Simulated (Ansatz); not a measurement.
Consider interstitial Cu in zinc-blende CuI, charge state +1. Level of theory: PBE, PAW (plane waves to 420 eV; Ansatz, a first-principles code).

Settings: 64 host sites, the relaxed PBE lattice, one k-point at (0.250, 0.250, 0.250), smearing 0.01 eV, spin-restricted, no image-charge correction. Static, classical nuclei. Spin-orbit coupling is left out. The charge state is imposed; whether it is stable for some Fermi level was not computed. Sites that were not tried may lie lower.

Barriers: single points on a 2×2×2 k-point mesh shifted by half a step at the bands' geometries.

The step: one Cu atom jumps by itself. Atoms about the jump, Cartesian Å from the middle of the jump, before and after:

```json
[
 {"atom": "Cu1", "x0": "0.00", "y0": "-1.54", "z0": "-1.54", "x1": "0.00", "y1": "1.54", "z1": "1.54"},
 {"atom": "I2", "x0": "0.04", "y0": "-1.51", "z0": "1.58", "x1": "0.03", "y1": "-1.56", "z1": "1.53"},
 {"atom": "I3", "x0": "0.04", "y0": "1.57", "z0": "-1.50", "x1": "0.03", "y1": "1.52", "z1": "-1.55"},
 {"atom": "Cu4", "x0": "-1.45", "y0": "-0.04", "z0": "-0.03", "x1": "-1.46", "y1": "0.03", "z1": "0.04"},
 {"atom": "I5", "x0": "3.12", "y0": "-1.51", "z0": "-1.50", "x1": "3.08", "y1": "-1.52", "z1": "-1.51"},
 {"atom": "I6", "x0": "3.08", "y0": "1.53", "z0": "1.54", "x1": "3.12", "y1": "1.53", "z1": "1.54"},
 {"atom": "Cu7", "x0": "1.51", "y0": "-0.04", "z0": "-2.99", "x1": "1.58", "y1": "-0.04", "z1": "-3.06"},
 {"atom": "Cu8", "x0": "1.50", "y0": "-3.00", "z0": "-0.04", "x1": "1.58", "y1": "-3.07", "z1": "-0.03"},
 {"atom": "Cu9", "x0": "1.58", "y0": "3.07", "z0": "0.04", "x1": "1.51", "y1": "2.99", "z1": "0.05"},
 {"atom": "Cu10", "x0": "1.58", "y0": "0.03", "z0": "3.08", "x1": "1.50", "y1": "0.04", "z1": "3.00"},
 {"atom": "Cu11", "x0": "4.62", "y0": "0.03", "z0": "0.04", "x1": "4.61", "y1": "-0.03", "z1": "-0.02"}
]
```

Problem. Give the saddle-point geometry and the barrier.

Solution. 
| atom | x | y | z |
|---|---|---|---|
| Cu1 | 1.32 | -0.02 | -0.01 |
| I2 | -0.08 | -1.60 | 1.63 |
| I3 | -0.07 | 1.62 | -1.60 |
| Cu4 | -1.41 | 0.00 | 0.00 |
| I5 | 3.12 | -1.53 | -1.52 |
| I6 | 3.12 | 1.54 | 1.55 |
| Cu7 | 1.52 | 0.00 | -2.93 |
| Cu8 | 1.52 | -2.94 | 0.01 |
| Cu9 | 1.53 | 2.94 | 0.01 |
| Cu10 | 1.52 | 0.00 | 2.95 |
| Cu11 | 4.64 | 0.00 | 0.01 |
It lies 0.22 eV above the start and 0.22 eV above the end. The saddle point's order was not checked, and it lies on a symmetry element of the cell, where a band can be held.
